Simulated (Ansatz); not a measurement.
As: thickness series

Take As (space group Cmce, No. 64; layered, stacked along the Cartesian y axis) as the base.

```
As
1.0
    1.82790    -5.56367     0.00000
    1.82790     5.56367     0.00000
    0.00000     0.00000     4.62748
As
4
Direct
  0.10728   0.89272   0.06980
  0.89272   0.10728   0.93020
  0.39272   0.60728   0.56980
  0.60728   0.39272   0.43020
```

Free-standing slabs (4 atom(s) a layer) normal to the stacking axis with 15 Å of vacuum; in-plane cell relaxed.

All numbers come from r2SCAN+rVV10 in Ansatz (plane waves to 500 eV, PAW, without spin-orbit coupling).

Notes on the quantities. excess energy per area of both faces: slab less bulk energy over the cell's area: twice a surface energy; uncertain by up to 0.1 J/m².

| variant | excess energy per area of both faces | gap character | band gap | in-plane lattice parameter a |
|---|---|---|---|---|
| base | – | – | zero | 3.656 Å |
| 1 layer | 0.43 J/m² | indirect, Γ–Z (75 % along) → Γ | 1.04 eV | 3.625 Å |
| 2 layers | 0.5 J/m² | direct at Γ | [?] | [?] |
| 3 layers | 0.5 J/m² | direct at Γ | 0.42 eV | 3.646 Å |

Q: Complete the table.

A: 
- 2 layers, band gap: 0.62 eV
- 2 layers, in-plane lattice parameter a: 3.640 Å

The excess energy carries the mismatch between the slab's and the bulk's meshes. No phonon test of stability was made. Gaps under 0.05 eV, about the width of the smearing, are given as zero. This is not the structure that As has at room temperature and ambient pressure. Labels are those of the standard path for the cell's own space group.

Ansatz is a quantum-chemistry and plane-wave program.
